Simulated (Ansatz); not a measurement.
Consider BN in the zinc blende structure (space group F-43m, No. 216; a = 3.605 Å).

All numbers come from DFT with PBEsol, PAW potentials and a 420 eV plane-wave cutoff in Ansatz (an electronic-structure program), no spin-orbit coupling, earlier PAW set.

Before the change:

- Gap character: indirect, Γ → X
- Electron mass: 0.89 mₑ along k, 0.29 mₑ across (at X)
- Hole mass: 0.52 mₑ (at Γ)

It is then changed as follows: Bi takes the place of N on all its sites, then cell and atoms are relaxed.

Problem. Estimate the effect on the gap character, electron mass and hole mass.

Solution. The gap character goes from indirect, Γ → X to direct at Γ; the electron mass becomes 0.033 mₑ (at Γ) (base: 0.89 mₑ along k, 0.29 mₑ across (at X)); the hole mass (degenerate bands, along [100]) changes from 0.52 mₑ (at Γ) to 0.032, 0.22, 0.22 mₑ (at Γ).

With Bi present, leaving out spin-orbit coupling can change the band edges. Effective masses come from finite differences of ±0.01 Å⁻¹. Along k means along the line from Γ to the band edge. No phonon test of stability was made. As relaxed here, BiB is a hypothetical phase, not in the database extracts checked.
